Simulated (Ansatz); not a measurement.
Take GaSb in the zinc blende structure (space group F-43m, No. 216; a = 6.132 Å) as the base.

Modification: a negative pressure, −1 GPa.

The values are results of r2SCAN (Ansatz, a first-principles code, PAW, no SOC), not measurements.

Base, band edges from the VBM (valence, conduction): X -2.66, 1.14; W -3.21, 4.00; L -1.20, 0.68; Γ 0.00, 0.41; K -2.27, 1.66; U -2.27, 1.66 eV.

Problem. Give the band edges at the high-symmetry points of the new zone, measured from its valence-band maximum.

Solution. 
```
point  valence edge (eV)  conduction edge (eV)
-----  -----------------  --------------------
Γ                   0.00                  0.26
X                  -2.59                  1.16
U                  -2.21                  1.67
K                  -2.21                  1.67
L                  -1.17                  0.64
W                  -3.12                  3.92
```

The gap is 0.26 eV, direct at Γ.

Spin-orbit coupling, missing from the scalar runs, can matter with Sb. Load acts through the strain it causes; cell and atoms are relaxed under it. Whether these cells are dynamically stable was not tested. A zero or small gap of GaSb under pressure −1 GPa can be the functional's error rather than a property of the material.
